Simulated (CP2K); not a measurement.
Input and output of a self-consistent single point for Pb (Fm-3m, 1 atom in the cell) (CP2K).

Method: PBE-D3(BJ)+ATM, GPW, DZVP-MOLOPT-SR-GTH basis, GTH-PBE potentials (GTH_POTENTIALS) (CP2K).

```yaml
crystal:
  lattice:
    - [3.46849, 0.00000, 0.00000]
    - [1.73425, 3.00380, 0.00000]
    - [1.73425, 1.00127, 2.83201]
  atoms:
    - { symbol: Pb, position: [0.00000, 0.00000, 0.00000] }
```

Reference input (self-consistent single point, DFT PBE, GPW, DZVP-MOLOPT-SR-GTH basis, GTH-PBE potentials (GTH_POTENTIALS)): CUTOFF = 400 Ry; REL_CUTOFF = 50 Ry; SMEAR/METHOD = FERMI_DIRAC; ELECTRONIC_TEMPERATURE = 1160.45 K; KPOINTS/SCHEME = MONKHORST-PACK 13 13 13; XC_FUNCTIONAL = PBE; Pb/BASIS_SET = DZVP-MOLOPT-SR-GTH-q4; Pb/POTENTIAL = GTH-PBE-q4; METHOD = GPW; EPS_DEFAULT = 1e-10; NGRIDS = 5; SCF_GUESS = ATOMIC. This run's input differs from it in these lines:

```diff
@@ -44,2 +44,12 @@
       &END XC_FUNCTIONAL
+      &VDW_POTENTIAL
+        DISPERSION_FUNCTIONAL PAIR_POTENTIAL
+        &PAIR_POTENTIAL
+          TYPE DFTD3(BJ)
+          PARAMETER_FILE_NAME dftd3.dat
+          REFERENCE_FUNCTIONAL PBE
+          R_CUTOFF 15
+          CALCULATE_C9_TERM T
+        &END PAIR_POTENTIAL
+      &END VDW_POTENTIAL
     &END XC
```

Output (repeated stretches shortened):

```
 SCF WAVEFUNCTION OPTIMIZATION

  Step     Update method      Time    Convergence         Total energy    Change
     1 NoMix/Diag. 0.20E+00      -     0.21182739        -3.6404558264 -3.64E+00
     2 Broy./Diag. 0.20E+00      -     0.00139324        -3.6224328822  1.80E-02
     3 Broy./Diag. 0.20E+00      -     0.00666296        -3.5911140723  3.13E-02
     4 Broy./Diag. 0.20E+00      -     0.00003131        -3.5899407230  1.17E-03
     5 Broy./Diag. 0.20E+00      -     0.00009293        -3.5893702474  5.70E-04
     6 Broy./Diag. 0.20E+00      -     0.00000026        -3.5893322939  3.80E-05
  *** SCF run converged in     6 steps ***

  Overlap energy of the core charge distribution:               0.00000000000090
  Self energy of the core charge distribution:                 -7.30933873422194
  Core Hamiltonian energy:                                      1.49307348941625
  Hartree energy:                                               3.25696601821796
  Exchange-correlation energy:                                 -1.01446149284847
  Dispersion energy:                                           -0.01497125940083
  Electronic entropic energy:                                  -0.00060031511179
  Fermi energy:                                                 0.17637784714357

  Total energy:                                                -3.58933229386739
   [... lines left out ...]

 STRESS| Analytical stress tensor [bar]
 STRESS|                        x                   y                   z
 STRESS|      x        1.91100613999E+04   3.40194989177E-03   2.40554566779E-03
 STRESS|      y        3.40194989177E-03   1.91100417461E+04   1.22654914795E-02
 STRESS|      z        2.40554566779E-03   1.22654914795E-02   1.91100281726E+04
 STRESS| 1/3 Trace                                             1.91100437729E+04
```

The run converged in 6 iterations. Against the reference run the pressure goes from 4.10 to 1.91 GPa.

The starting cell comes from a database of computed structures (which also holds hypothetical and non-ambient phases and stackings), without a prior relaxation at this level. Its lattice was rescaled by a random factor within 2.5 % of one. Values carry the incompleteness of an atom-centred basis.
